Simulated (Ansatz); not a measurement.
The reference is Hf in the hcp (Mg type) structure (space group P6_3/mmc, No. 194; a = 3.117 Å, c = 4.950 Å; relaxed with 0.1 eV smearing).

All numbers come from LDA (Ansatz, a program for electronic structure, PAW, without spin-orbit coupling).

Strains are applied to the cell and any free atomic positions relax.

One change was made to it. Results:

The energy rises by 6.9 meV/atom; the pressure (mean of the normal stresses, compression positive) goes from zero to -3.4 GPa; the band gap is still zero.

Task: Which of these changes matches the shifts?
A. isotropic strain −2.50 %
B. isotropic strain +2.50 %
C. isotropic strain +1.00 %

Result: C, isotropic strain +1.00 %. For comparison, the energy relative to the base in the other runs: isotropic strain +2.50 % gives +41 meV/atom; isotropic strain −2.50 % gives +47 meV/atom.

Whether these cells are dynamically stable was not tested. All final runs are without spin polarisation.
